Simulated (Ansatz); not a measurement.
A computed series for KTaO3: pressure series

The reference is KTaO3 in the cubic perovskite structure (space group Pm-3m, No. 221; a = 4.024 Å).

Cell and atoms are relaxed at each pressure.

Calculations: Ansatz (a first-principles code), PBE, PAW, cutoff 420 eV, without spin-orbit coupling.

```tsv
change	band gap	smallest direct gap	volume per atom
base	2.16 eV	2.78 eV	13.04 Å³
pressure −2 GPa	2.14 eV	2.76 eV	13.18 Å³
pressure −1 GPa	2.15 eV	2.77 eV	13.11 Å³
pressure 0.3 GPa	2.16 eV	2.79 eV	13.02 Å³
pressure 0.7 GPa	2.17 eV	2.79 eV	12.99 Å³
pressure 1.5 GPa	2.18 eV	2.80 eV	12.93 Å³
pressure 5 GPa	2.22 eV	2.83 eV	12.71 Å³
pressure 7.5 GPa	___	___	___
pressure 10 GPa	2.27 eV	2.87 eV	12.43 Å³
```

Q: Some entries are withheld; estimate them.

A: 
- pressure 7.5 GPa, band gap: 2.24 eV
- pressure 7.5 GPa, smallest direct gap: 2.85 eV
- pressure 7.5 GPa, volume per atom: 12.57 Å³

Spin-orbit coupling, missing from the scalar runs, can matter with Ta. Load acts through the strain it causes; cell and atoms are relaxed under it. No phonon test of stability was made. Competing high-pressure phases were not computed.
